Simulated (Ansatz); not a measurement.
**Ansatz (an electronic-structure program) run on Li₃Ag (I4mm, 4 atoms in the cell): self-consistent single point**

Level of theory: PBEsol, default PAW files made with PBE (plane waves; Ansatz).

Input:

Ansatz 0.2 input:
```yaml
# Li3Ag
crystal:
  lattice:
    - [-2.102798, 2.102798, 3.657579]
    - [2.102798, -2.102798, 3.657579]
    - [2.102798, 2.102798, -3.657579]
  atoms:
    - { symbol: Li, position: [0.250000, 0.750000, 0.500000] }
    - { symbol: Li, position: [0.750000, 0.250000, 0.500000] }
    - { symbol: Li, position: [0.506835, 0.506835, 0.000000] }
    - { symbol: Ag, position: [0.000000, 0.000000, 0.000000] }
basis:
  ecutwfc: 420.0 eV
kpoints:
  mp_grid: { grid: [11, 11, 11] }
hamiltonian:
  xc: pbesol
  pseudopotentials: { kind: paw }
scf:
  occupations: { method: gaussian, width: 0.1 eV }
output:
  forces: true
  eigenvalues: true
  stress: true
```

Output, abridged:

```
WARN ansatz: RAYON_NUM_THREADS=1 ignored (pool sized by the plan → 1); use --threads N
Pseudopotentials: kind: paw
Pseudopotential: Li, paw, valence charge 3
Pseudopotential: Ag, paw, valence charge 19
Crystal: 4 atoms, lattice volume = 64.692 Å³
Basis set: ecut = 420 eV, 1257 PW (Γ), exchange–correlation on 64×64×64 points (8 copies of the dense FFT grid, shifted against one another)
Bands: 18, of which v1, the nominal top of the filled ones, is band 14 counted from 1 (13 counted from 0)
Symmetry: 8 space group operations
Space group: I4mm (ITA 107), of the structure as read, at distance tolerance 4.0e-5 Å
k-points: 126 of 1331 (time reversal used)
PAW frozen core: Ag, regenerated for the run's functional, and the local potential with it
Initial density: superposition of atomic densities (neutral atoms: chi_scale 0, normalization atom), corrected by the library's trained network
Initial wavefunctions: pseudopotential atomic-orbital guess
Eigensolver: davidson
Functional: x = pbesol(κ = 0.804, μ = 0.12345679012345678), c = pbesol(β = 0.046)
SCF iter   1: F=—  HF=-8131.763063 eV  |F-HF|=—  |Δ(HF+E_count)|=         —  Δρ=4.31e-3  dr2=1.05e-2  ethr=1.77e-3  ⟨swp⟩=3.3  Hψ=9039  notcnv=0
all-band conjugate gradients solve this SCF's bands
preconditioner: auto → Kerker (q_TF=auto, 2.373 Å⁻¹)
SCF iter   2: F=—  HF=-8131.759308 eV  |F-HF|=—  |Δ(HF+E_count)|=   3.76e-3  Δρ=1.14e-3  dr2=4.36e-4  ethr=3.74e-5  ⟨swp⟩=2.2  Hψ=4359  notcnv=0
SCF iter   3: F=—  HF=-8131.758947 eV  |F-HF|=—  |Δ(HF+E_count)|=   3.60e-4  Δρ=5.08e-4  dr2=1.50e-4  ethr=1.56e-6  ⟨swp⟩=2.0  Hψ=3005  notcnv=0
SCF iter   4: F=—  HF=-8131.758898 eV  |F-HF|=—  |Δ(HF+E_count)|=   4.94e-5  Δρ=1.57e-4  dr2=3.35e-5  ethr=5.36e-7  ⟨swp⟩=2.0  Hψ=2801  notcnv=0
SCF iter   5: F=—  HF=-8131.758874 eV  |F-HF|=—  |Δ(HF+E_count)|=   2.37e-5  Δρ=3.95e-5  dr2=1.36e-6  ethr=1.20e-7  ⟨swp⟩=2.0  Hψ=2495  notcnv=0
SCF iter   6: F=-8131.758874 eV  HF=-8131.758874 eV  |F-HF|=2.67e-8  |Δ(HF+E_count)|=   2.96e-7  Δρ=8.75e-6  dr2=6.88e-8  ethr=3.57e-10  ⟨swp⟩=3.5  Hψ=9316  notcnv=0
SCF 1 converged in 6 iterations: F = -8131.758874 eV  dr2 = 6.88e-8
SCF converged after 6 iterations
Free energy (F): -8131.758874 eV
Harris-Foulkes:  -8131.758874 eV  (|F-HF|=2.67e-8)
Internal energy: -8131.752329 eV  (E = F + TS)
E sigma→0 (E₀):  -8131.755601 eV
Entropy (-TS):   -0.006545 eV (-1.636 meV/atom)
Fermi energy:    5.872872 eV
--- Per-component energies (eV) ---
  E_band       = -680.809673
  E_kinetic    = 593.235995
  E_local      = -3845.263672  (includes V_loc(G=0)·N_el)
  E_nonlocal   = -18.074356
  E_hartree    = 1654.853825
  E_xc         = -214.771985
  E_vxc        = -274.649925  (∫ρ·V_xc dr)
  E_paw        = -3892.874336  (= ΣΔE_a)
  E_vpaw       = -445.776788  (= ΣTr[D̂ρ^β])
  E_aug_tail   = 0.000318  (compensation charges beyond the density's cutoff)
  E_ewald      = -2409.180856
  E_core_change = 0.322739  (= ΣΔE_core)
  E_smearing   = -0.006545  (= −TS)
  E_closure    = -0.000000  (closes the sum)
  Σ components = -8131.758874   (vs F -8131.758874, Δ=0.00e0)
--- Forces (eV/Å), atoms counted from 1 ---
  atom   1  Li    -0.00000000     0.00000000     0.05922226
  atom   2  Li     0.00000000     0.00000000     0.05922226
  atom   3  Li     0.00000000    -0.00000000    -0.11042365
  atom   4  Ag     0.00000000     0.00000000    -0.00804317
  max |Σ_I F_I| component: 2.23e-5 eV/Å
--- Stress (GPa, compression-positive) ---
       -0.038212       0.000000       0.000000
        0.000000      -0.038212       0.000000
        0.000000       0.000000       0.115388
  P = ⅓ Tr σ = 0.0130 GPa (0.130 kbar)
  The stress holds the Pulay correction. Without it, at fixed plane waves, as pw.x and ABINIT print it: P = -0.0018 GPa
--- Band table (eV; the first three rows and the last of 126) ---
  k-point 0: bands = ["-86.2640", "-49.7510", "-49.7481", "-49.7481", "-39.8089", "-39.5112", "-39.4940", "0.7763", "1.0893", "1.1938", "1.1938", "1.3020", "1.4182", "9.2052", "9.8291", "9.8291", "10.5247", "10.6701"]
  k-point 1: bands = ["-86.2640", "-49.7510", "-49.7482", "-49.7482", "-39.8087", "-39.5106", "-39.4947", "0.8886", "1.1155", "1.1898", "1.1973", "1.3070", "1.3971", "9.0552", "9.1003", "9.3819", "9.6983", "10.6805"]
  k-point 2: bands = ["-86.2640", "-49.7510", "-49.7483", "-49.7483", "-39.8082", "-39.5090", "-39.4967", "1.1518", "1.1790", "1.1924", "1.2122", "1.3530", "1.3876", "7.8522", "7.9117", "9.3372", "9.9097", "10.7166"]
  k-point 125: bands = ["-86.2640", "-49.7512", "-49.7482", "-49.7482", "-39.8067", "-39.5119", "-39.4952", "1.0346", "1.1349", "1.3879", "1.4044", "1.4383", "2.8636", "4.0100", "6.5653", "6.9670", "10.8413", "12.4235"]
```

The run converged in 6 iterations.

The starting cell comes from a database of computed structures (which also holds hypothetical and non-ambient phases and stackings), without a prior relaxation at this level. Its lattice was rescaled by up to half a per cent. One atom was moved a little off its site on purpose. Ansatz's pressure includes its estimate of the finite-basis (Pulay) stress.
